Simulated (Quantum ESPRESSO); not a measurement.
## Short convergence ladders for MgO (Fm-3m, 2 atoms in the cell)

```yaml
crystal:
  lattice:
    - [-2.09869, 0.00000, 2.09869]
    - [0.00000, 2.09869, 2.09869]
    - [-2.09869, 2.09869, 0.00000]
  atoms:
    - { symbol: Mg, position: [0.00000, 0.00000, 0.00000] }
    - { symbol: O, position: [0.50000, 0.50000, 0.50000] }
```

Base method: PBE, SSSP 1.1.2 efficiency (PBE) pseudopotentials (plane waves; Quantum ESPRESSO).

Base settings: ecutwfc = 55 Ry; ecutrho = 440 Ry; occupations = smearing; smearing = fd; degauss = 0.00147 Ry; potentials = {Mg: Mg.pbe-n-kjpaw_psl.0.3.0.UPF, O: O.pbe-n-kjpaw_psl.0.1.UPF}; K_POINTS = automatic 10 10 10 0 0 0; conv_thr = 1e-10 Ry; mixing_beta = 0.3.

Core times come from one kind of shared machine, to one figure; runs under 30 s give none.

**Zone-centre phonons against the mesh**

In this ladder: occupations = fixed; smearing = default; degauss = default; nbnd = 6; ph.x.tr2_ph = 1e-14; ph.x.fildyn = dyn.G; ph.x.epsil = true; dynmat.x.fildyn = dyn.G; dynmat.x.asr = simple.

Only quantities that move along the ladder and can be compared are tabulated.

```tsv
K_POINTS	largest Born charge (mean of the diagonal) (e)	mean ε∞	core time / last (rough)
automatic 4 4 4 0 0 0	1.993	3.275	0.2
automatic 6 6 6 0 0 0	1.955	3.120	0.2
automatic 8 8 8 0 0 0	1.953	3.109	0.3
automatic 16 16 16 0 0 0	1.953	3.112	1
```

Coarsest K_POINTS that holds the mean ε∞ within 0.1 of the last step, with all finer ones: automatic 6 6 6 0 0 0, at about 0.2 of the last step's time; the step before is off by 0.16.

Coarsest K_POINTS that holds the largest Born charge (mean of the diagonal) within 0.005 e of the last step, with all finer ones: automatic 6 6 6 0 0 0, at about 0.2 of the last step's time; the step before is off by 0.039 e.

**The dielectric constant against the mesh**

In this ladder: occupations = fixed; smearing = default; degauss = default; nbnd = 6; ph.x.tr2_ph = 1e-14; ph.x.trans = false; ph.x.epsil = true; ph.x.zeu = true.

Only quantities that move along the ladder and can be compared are tabulated.

| K_POINTS | largest Born charge (mean of the diagonal) (e) | mean ε∞ |
|---|---|---|
| automatic 4 4 4 0 0 0 | 1.993 | 3.275 |
| automatic 6 6 6 0 0 0 | 1.955 | 3.120 |
| automatic 8 8 8 0 0 0 | 1.953 | 3.109 |
| automatic 20 20 20 0 0 0 | 1.953 | 3.113 |

Coarsest K_POINTS that holds the largest Born charge (mean of the diagonal) within 0.005 e of the last step, with all finer ones: automatic 6 6 6 0 0 0; the step before is off by 0.039 e.

Coarsest K_POINTS that holds the mean ε∞ within 0.01 of the last step, with all finer ones: automatic 6 6 6 0 0 0; the step before is off by 0.16.

On the base run: the starting cell has typed, rounded lattice constants, without a prior relaxation at this level. Its lattice was rescaled by up to half a per cent. In the base run, with a pressure of about 6 GPa the cell is away from its equilibrium volume at this level.
